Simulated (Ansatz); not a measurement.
An Ansatz (a quantum-chemistry and plane-wave program) run: Tl with a change (pressure 15 GPa); Kohn–Sham DFT with the PBEsol functional, run in Ansatz with PAW and 420 eV plane waves, without spin-orbit coupling.

Input:

Ansatz 0.2 input:
```yaml
crystal:
  lattice:
    - [3.2591567486, 0, 0]
    - [-1.6295783743, 2.8225125392, 0]
    - [0, 0, 5.2906951548]
  atoms:
    - { symbol: Tl, position: [0.6666666667, 0.3333333333, 0.75] }
    - { symbol: Tl, position: [0.3333333333, 0.6666666667, 0.25] }
basis: { ecutwfc: 420, ecutrho_ratio: 4, xc_grid: 2, fft_grid_basis: typed }
kpoints: { mp_grid: { grid: [15, 15, 9] } }
hamiltonian:
  xc: pbesol
  dispersion: none
  pseudopotentials: { kind: paw }
scf: { occupations: { method: fermi_dirac, width: 0.05 } }
relax: { f_tol: 0.01, max_steps: 60, cell: { stress_tol: 0.02, p_target: 15.0 } }
output: { forces: true, stress: true }
checkpoint: { write: state.ck, write_every: 1000 }
```

Output (explanatory and most iteration lines left out):

```
Relaxation: its limit of steps is 60 (relax.max_steps)
Pseudopotential: Tl, paw, valence charge 13
Crystal: 2 atoms, lattice volume = 48.669 Å³
Basis set: ecut = 420 eV, 977 PW (Γ), exchange–correlation on 48×48×72 points (8 copies of the dense FFT grid, shifted against one another)
Bands: 17, of which v1, the nominal top of the filled ones, is band 13 counted from 1 (12 counted from 0)
Symmetry: 24 space group operations
Space group: P63/mmc (ITA 194), of the structure as read, at distance tolerance 3.7e-5 Å
k-points: 135 of 2025
Functional: x = pbesol(κ = 0.804, μ = 0.12345679012345678), c = pbesol(β = 0.046)
SCF iter   1: F=—  HF=-22591.161803 eV  |F-HF|=—  |Δ(HF+E_count)|=         —  Δρ=2.58e-3  dr2=3.59e-3  ethr=1.77e-3  ⟨swp⟩=6.0  Hψ=11695  notcnv=0
SCF iter   2: F=—  HF=-22591.158740 eV  |F-HF|=—  |Δ(HF+E_count)|=   3.06e-3  Δρ=1.20e-3  dr2=9.03e-4  ethr=1.38e-5  ⟨swp⟩=2.5  Hψ=5052  notcnv=0
SCF 1 converged in 6 iterations: F = -22591.158413 eV  dr2 = 3.95e-9
relax step   1: F+E_penalty+E_count = -22591.15841273 eV  Δ(F+E_penalty+E_count) = +0.000e0 eV  max|allowed force component| = 9.252e-18 eV/Å  Δτ_max = 0.0000 Å  P = +8.996 GPa  Ω = 48.669 Å³  (6 SCF iters, dr2 threshold 1.00e-7 eV, accepted)
[... steps on the carried basis left out ...]
relax step   7: F+E_penalty+E_count = -22590.93691915 eV  Δ(F+E_penalty+E_count) = +1.046e-3 eV  max|allowed force component| = 5.551e-17 eV/Å  Δτ_max = 0.0000 Å  P = +14.996 GPa  Ω = 45.667 Å³  stress off target by 7.51e-3 GPa  SCF on the basis re-selected at this cell (its energy is not comparable with the rows above)  (6 SCF iters)
SCF converged after 6 iterations
Free energy (F): -22590.936919 eV
Internal energy: -22590.932180 eV  (E = F + TS)
E sigma→0 (E₀):  -22590.934550 eV
Entropy (-TS):   -0.004739 eV (-2.369 meV/atom)
Fermi energy:    13.936949 eV
--- Forces (eV/Å), atoms counted from 1 ---
  atom   1  Tl     0.00000000     0.00000000    -0.00000000
  atom   2  Tl    -0.00000000    -0.00000000     0.00000000
--- Stress (GPa, compression-positive) ---
       14.992490      -0.000000       0.000000
       -0.000000      14.992490       0.000000
        0.000000       0.000000      15.003918
  P = ⅓ Tr σ = 14.9963 GPa (149.963 kbar)
--- Relaxed structure (6 steps of the walk, 5 accepted, 1 SCFs on fresh bases) ---
  cell:  # Å, volume = 45.6668 Å³
    - [3.1853874398103126, 0.0, 0.0]
    - [-1.5926937199051563, 2.758626443771605, 0.0]
    - [0.0, 0.0, 5.196909279396043]
  atoms:
    - { symbol: Tl, position: [0.6666666666666666, 0.33333333333333337, 0.75] }
    - { symbol: Tl, position: [0.33333333333333337, 0.6666666666666667, 0.25000000000000006] }
```

Load acts through the strain it causes; cell and atoms are relaxed under it. No phonon test of stability was made. No other phases were tried under pressure. The cell was made from Tl in the hcp (Mg type) structure (space group P6_3/mmc, No. 194) by this change: pressure 15 GPa.
